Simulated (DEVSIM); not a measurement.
System: Si n-p junction from an implanted or diffused profile, at 300 K.

Layer 1 from the left is Si, thickness (μm) 82.0, Na (cm⁻³) 2.7e16, τn (s) 9.8e-7, τp (s) 9.8e-7.

Added donor profile: 2.9e18 cm⁻³ × exp(−(x − 0 μm)²/(2·(0.16 μm)²)). Left contact: ohmic. Right contact: ohmic. Voltage is applied to the left contact. Recombination: SRH at mid-gap, radiative. Mobility is constant in doping.

This is a model device: material constants are rounded textbook-type values typed into the input, and sizes, dopings and lifetimes were drawn at random. Values at 300 K.

Si: gap (eV) 1.124, affinity (eV) 4.05, permittivity 11.7, Nc (cm⁻³) 2.86e19, Nv (cm⁻³) 3.1e19, μn (cm²/Vs) 1417, μp (cm²/Vs) 470, B (cm³/s) 4.7e-15.

Simulated with DEVSIM: 1D drift-diffusion, Boltzmann statistics, complete ionisation; no tunnelling, impact ionisation, image-force lowering or self-heating.

**Question.** What does the simulation give for the dark forward voltage at 100 A/cm², the dark forward voltage at 1 A/cm², the potential step across the device at zero bias?

**Answer.** dark forward voltage at 100 A/cm² 0.890 V; dark forward voltage at 1 A/cm² 0.661 V; potential step across the device at zero bias 0.882 V.
